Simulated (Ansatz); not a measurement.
Abridged Ansatz (an electronic-structure program) output:

```
Pseudopotential: Ta, paw, valence charge 13
Pseudopotential: N, paw, valence charge 5
Pseudopotential: Bi, paw, valence charge 15
Crystal: 8 atoms, lattice volume = 161.199 Å³
Basis set: ecut = 420 eV, 3181 PW (Γ), exchange–correlation on 48×100×90 points (8 copies of the dense FFT grid, shifted against one another)
Bands: 59, of which v1, the nominal top of the filled ones, is band 51 counted from 1 (50 counted from 0)
Symmetry: 4 space group operations
k-points: 128 of 686 (time reversal used)
Functional: x = pbesol(κ = 0.804, μ = 0.12345679012345678), c = pbesol(β = 0.046)
SCF iter   1: F=—  HF=-76341.403305 eV  |F-HF|=—  |Δ(HF+E_count)|=         —  Δρ=5.64e-2  dr2=1.52e1  ethr=3.10e-3  ⟨swp⟩=6.3  Hψ=26102  notcnv=0  defer=2
SCF iter   2: F=—  HF=-76339.813833 eV  |F-HF|=—  |Δ(HF+E_count)|=    1.59e0  Δρ=2.95e-2  dr2=4.67e0  ethr=3.10e-3  ⟨swp⟩=2.0  Hψ=11600  notcnv=0  defer=125
SCF 1 converged in 11 iterations: F = -76339.082283 eV  dr2 = 4.90e-10
SCF converged after 11 iterations
Free energy (F): -76339.082283 eV
Internal energy: -76339.048789 eV  (E = F + TS)
E sigma→0 (E₀):  -76339.065536 eV
Entropy (-TS):   -0.033494 eV (-4.187 meV/atom)
Fermi energy:    15.979012 eV
--- Forces (eV/Å), atoms counted from 1 ---
  atom   1  Ta     0.00000000    -0.00349012     0.00109973
  atom   2  Ta     0.00000000     0.00349012     0.00109973
  atom   3  Ta    -0.00000000     0.00000000    -0.00170241
  atom   4  Ta    -0.00000000    -0.00000000    -0.00410840
  atom   5  N      0.00000000    -0.00000000     0.00115079
  atom   6  Bi    -0.00000000     0.00000000    -0.00444674
  atom   7  Bi     0.00000000    -0.00467282     0.00345119
  atom   8  Bi     0.00000000     0.00467282     0.00345119
--- Stress (GPa, compression-positive) ---
       -0.005048       0.000000       0.000000
        0.000000       0.010400       0.000000
        0.000000       0.000000      -0.016159
  P = ⅓ Tr σ = -0.0036 GPa (-0.036 kbar)
```

Question: What was computed, and what are the main results?

Answer: Ta4Bi3N, 8 atoms in the cell, with PBEsol (Ansatz; PAW; 420 eV plane waves; without spin-orbit coupling), earlier PAW set. The last SCF converged to F = -76339.082283 eV, or -9542.3853 eV per atom, at a pressure of 0.00 GPa. The total energy compares only with runs of the same code, potentials and settings.

These are small ordered cells, not random alloys; other orderings at the same x differ. No phonon test of stability was made. All final runs are without spin polarisation. The cell was made from TaN by this change: x(Bi) = 0.75, 8 atoms, Pmm2.
